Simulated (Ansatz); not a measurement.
Consider the formation energy of NbP (I4₁md) from the elements. Reaction: P (black phosphorus) + Nb (bcc) → NbP (I4₁md). A negative value means that the right-hand side lies lower. The value is per atom of the solid.

NbP (I4₁md), 4 atoms in the cell; this is a cell from a database of computed structures that this text hasn't matched to a measured one; spin state with PBE: run without spin, k-point mesh 10×10×10 on the run's own vectors.
```yaml
crystal:
  lattice:
    - [0.00000, -3.31493, 0.00000]
    - [3.31493, 0.00000, 0.00000]
    - [-1.65746, 1.65746, 5.63112]
  atoms:
    - { symbol: Nb, position: [0.25020, 0.75020, 0.50040] }
    - { symbol: Nb, position: [0.50020, 0.50020, 0.00040] }
    - { symbol: P, position: [0.83243, 0.33243, 0.66486] }
    - { symbol: P, position: [0.08243, 0.08243, 0.16486] }
```

P (black phosphorus, Cmce), 4 atoms in the cell, k-point mesh 10×8×10 on the run's own vectors. Conventional cell: a = 3.323 Å, b = 10.194 Å, c = 4.161 Å, α = 90.00°, β = 90.00°, γ = 90.00°.

Nb (bcc, Im-3m), 1 atom in the cell; spin state with PBE: run without spin, k-point mesh 26×26×26 on the run's own vectors. Conventional cell: a = b = c = 3.267 Å, α = β = γ = 90.00°.

All numbers come from Ansatz (a program for electronic structure), plane waves with PAW, its default PAW set, cutoff 420 eV, 500 eV for r2SCAN. The structures are at rest with PBE+D3(BJ); other levels are single points on them. HSE06 runs on coarser k-point meshes, mended by the PBE difference between the two meshes. Some cells are metallic or hold partly filled levels, where a hybrid on a coarse mesh is less sure. Neutral cells; Fermi-Dirac smearing of at most 0.10 eV in the solids, energies taken to zero width. The lattices are those relaxed with PBE+D3(BJ), so at other levels the solids can be strained, which adds to the spread. A dispersion term (D3(BJ), or D4 for r2SCAN) was computed beside these levels and is taken off wherever the name lacks it. Nuclei at rest; no vibrational terms.

### Question
Predict the value from PBE.

### Answer
-1.05 eV/atom, for P (black phosphorus) + Nb (bcc) → NbP (I4₁md).

### Question
List the value at the remaining levels and say how far they part.

### Answer
```json
[
 {"Method": "PBE+D3(BJ)", "value (eV/atom)": "-1.11", "less PBE": "-0.06"},
 {"Method": "r2SCAN", "value (eV/atom)": "-1.12", "less PBE": "-0.07"},
 {"Method": "HSE06", "value (eV/atom)": "-1.21", "less PBE": "-0.16"}
]
```

The levels span 0.16 eV/atom, from HSE06 (-1.21) to PBE (-1.05).
